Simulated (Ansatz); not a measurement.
# PbSe: strain along the normal

PbSe (rock salt, Fm-3m, 27.555 Å³/atom at rest) under an equal strain ε in the (111) plane with the normal axis free, as in a coherent film. LDA in Ansatz, a plane-wave DFT program (PAW, default set), 420 eV, 10×10×10 Γ-centred mesh, Fermi-Dirac smearing 0.05 eV; ions are relaxed within the symmetry of each cell.

Here s stands for strain and y for normal strain.

| strain (%) | normal strain (%) |
|---|---|
| -1.25 | 1.42 |
| -0.83 | 0.95 |
| -0.42 | 0.48 |
| 0.00 | 0.00 |
| 0.42 | -0.48 |
| 0.83 | -0.95 |
| 1.25 | -1.43 |
| 2.50 | ? |

Taking a straight line for y over the 7 complete rows: Means: s 0, y -0.001. About the means, the sum of products is -5.5427 and the sum of squares of s is 4.8556; the slope is their ratio. Least squares gives y = -0.001 - 1.1415·s. Residuals (row less fit): -0.006, 0.004, 0.002, 0.001, 0.000, -0.002, -0.002; standard error 0.003 (degrees of freedom: 5). The slope, -1.14 ± 0.00, is the elastic response of the normal axis.

What does the fit predict for y at s = 2.50, and how far is the calculated value from it?

y = -0.001 - 1.1415 × 2.50 = -2.855%. The calculation gives -2.85%, which the fit meets to the printed digits. The row lies outside the fitted rows, so this is an extrapolation. The fitted rows scatter only by rounding.

This level leaves no gap over 0.05 eV at strain -1.25, -0.83, -0.42, 0.00, 0.42, 0.83, 1.25, 2.50, where the mesh may be coarse. Rows are the converged runs of the series near zero and its far end; series whose fitted rows scatter by over a few per cent of the range, as at a crossing or softening among them, aren't shown in this form. Most that stay on the fit to the last digits aren't either.
